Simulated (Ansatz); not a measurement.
Here is the system:

```yaml
crystal:
  lattice:
    - [3.11356, 0.00000, 0.00000]
    - [-1.55678, 2.69643, 0.00000]
    - [0.00000, 0.00000, 4.98326]
  atoms:
    - { symbol: Al, position: [0.66667, 0.33333, 0.49901] }
    - { symbol: Al, position: [0.33333, 0.66667, 0.99901] }
    - { symbol: N, position: [0.66667, 0.33333, 0.88099] }
    - { symbol: N, position: [0.33333, 0.66667, 0.38099] }
```

Level of theory: HSE06, rigid bands (plane waves, PAW, scalar-relativistic; Ansatz, a quantum-chemistry and plane-wave program). Cell: cell and atoms relaxed with PBEsol.

Predict the hole conductivity mass (n e² τ/σ) at 300 K, by direction if it differs.

3.4 (x), 3.4 (y), 0.38 (z) mₑ.

What conductivity effective mass do dilute electrons have at 300 K?

0.31 (x), 0.31 (y), 0.30 (z) mₑ.

And the band gap?

5.54 eV at this level.

Rigid bands, one relaxation time for all states, no polarons. Spin-orbit coupling is left out; where it splits the top of the valence band it changes the hole mass and lowers the gap by about a third of the splitting. Geometry: cell and atoms relaxed with PBEsol.
